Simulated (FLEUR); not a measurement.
Band structure of EuMg2Bi2 (P-3m1, 5 atoms in the cell).

```xyz
5
Lattice="4.8311 0.0000 0.0000 -2.4156 4.1839 0.0000 0.0000 0.0000 7.8879" Properties=species:S:1:pos:R:3 pbc="T T T"
Eu     0.0000     0.0000     0.0000
Mg     2.4156     1.3946     4.9731
Mg     0.0000     2.7892     2.9148
Bi     2.4156     1.3946     1.9639
Bi     0.0000     2.7892     5.9240
```
Moments meant for the start (each program seeds them in its own way; μB, in the order of the atoms Eu Mg Mg Bi Bi): 7.0 0.0 0.0 0.0 0.0.

Level of theory: LDA (Perdew-Zunger), all-electron FLAPW (FLEUR), scalar-relativistic valence.

Settings: Kmax = 3.9 1/bohr; GmaxXC = 15.6 1/bohr; xcFunctional = pz; jspins = 2; l_soc = F; mode = hist; fermiSmearingEnergy = 0.00367493 Htr; mesh (inpgen div1-3) = 4 4 2; inpgen gamma flag = true; Gmax = 15.6 1/bohr; numbands = 0; maxIterBroyd = 25; imix = Anderson; alpha = 0.05.

The starting cell comes from a database of computed structures (which also holds hypothetical and non-ambient phases and stackings), without a prior relaxation at this level. Its lattice was rescaled by a random factor within 2.5 % of one. Spin-orbit coupling is off. The f electrons are in the valence without U or exact exchange, which can misplace them near the Fermi level. Spin-orbit terms, which matter for f shells, are left out. Values depend on the basis (sphere radii, cutoffs, local orbitals), which need not be converged.

Levels in eV from the Fermi level, bands 34 to 41 of the first spin channel:
```tsv
point	34	35	36	37	38	39	40	41
Γ	-0.26	-0.19	0.07	0.08	0.08	0.48	1.30	1.57
M	-0.29	-0.29	-0.27	-0.23	0.04	1.73	1.85	2.87
K	-0.29	-0.29	-0.29	-0.27	1.29	2.09	2.09	2.48
A	-0.26	-0.26	-0.11	-0.11	0.29	1.21	1.44	1.44
L	-0.29	-0.28	-0.23	-0.17	0.36	0.96	1.00	1.86
H	-0.30	-0.28	-0.28	-0.27	1.15	1.15	2.19	2.86
```
